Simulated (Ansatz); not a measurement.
Given:

```xyz
4
Lattice="3.2141 0.0000 0.0000 -1.6071 2.7835 0.0000 0.0000 0.0000 5.2914" Properties=species:S:1:pos:R:3 pbc="T T T"
Zn     0.0000     1.8557     0.0026
Zn     1.6071     0.9278     2.6482
O      0.0000     1.8557     1.9817
O      1.6071     0.9278     4.6274
```

Calculation: PBE with spin-orbit coupling, rigid bands (plane waves, PAW; Ansatz, a program for electronic structure). Condition of this run: uniaxial stress along c of -2.2 GPa (compression positive) (the target of the relaxation). Cell: cell and atoms relaxed with PBEsol, then loaded as said.

Predict the hole conductivity mass (n e² τ/σ) at 300 K, by direction if it differs.

1.91 (x), 1.91 (y), 2.8 (z) mₑ.

What conductivity effective mass do dilute electrons have at 300 K?

0.165 (x), 0.165 (y), 0.160 (z) mₑ.

And the band gap?

0.76 eV at this level; semilocal functionals usually fall short of the measured gap.

Rigid bands, one relaxation time for all states, no polarons. Geometry: cell and atoms relaxed with PBEsol.
